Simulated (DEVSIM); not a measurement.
Structure: abrupt In0.53Ga0.47As n-p junction, at 350 K.

```
layer (left to right)        material  thickness (μm)  Nd (cm⁻³)  Na (cm⁻³)  τn (s)  τp (s)
---------------------  --------------  --------------  ---------  ---------  ------  ------
1                      In0.53Ga0.47As            64.0     1.2e16          -  5.2e-8  5.2e-8
2                      In0.53Ga0.47As            18.0          -     2.6e14  5.2e-8  5.2e-8
```

Left contact: ohmic. Right contact: ohmic. Voltage is applied to the left contact. Recombination: SRH at mid-gap, Auger. Mobility is constant in doping.

The device is made up for the run: typed textbook-type constants, with dimensions and the other settings drawn at random. Values at 300 K; Nc and Nv go as T^1.5, mobilities as T to minus their exponent, the gap by Varshni's rule with the affinity fixed.

| parameter | In0.53Ga0.47As |
|---|---|
| gap (eV) | 0.74 |
| affinity (eV) | 4.51 |
| permittivity | 13.9 |
| Nc (cm⁻³) | 2.1e17 |
| Nv (cm⁻³) | 7.7e18 |
| μn (cm²/Vs) | 12000 |
| μp (cm²/Vs) | 300 |
| T exponent of μn | 1.6 |
| T exponent of μp | 1.6 |
| Cn (cm⁶/s) | 5e-29 |
| Cp (cm⁶/s) | 5e-29 |
| Varshni α (eV/K) | 0.00035 |
| Varshni β (K) | 190 |

Model (solved in DEVSIM): 1D drift-diffusion, Boltzmann statistics, complete ionisation; no tunnelling, impact ionisation, image-force lowering or self-heating.

The doping Nd of layer 1 was swept, all else fixed.

| doping Nd of layer 1 (cm^-3) | largest field in the device at zero bias (V/cm) | potential step across the device at zero bias (V) | dark forward voltage at 1 A/cm² (V) |
|---|---|---|---|
| 3.6e14 | 2400 | 0.208 | 0.163 |
| 1.2e15 | 3400 | 0.245 | 0.152 |
| 3.6e15 | 4500 | 0.278 | 0.149 |
| 1.2e16 | 6800 | 0.314 | 0.148 |
| 3.6e16 | 11000 | 0.347 | 0.147 |
| 1.2e17 | 19000 | 0.384 | 0.147 |

From the first row to the last the largest field in the device at zero bias goes from 2400 to 19000. From the first row to the last the potential step across the device at zero bias goes from 0.208 to 0.384.
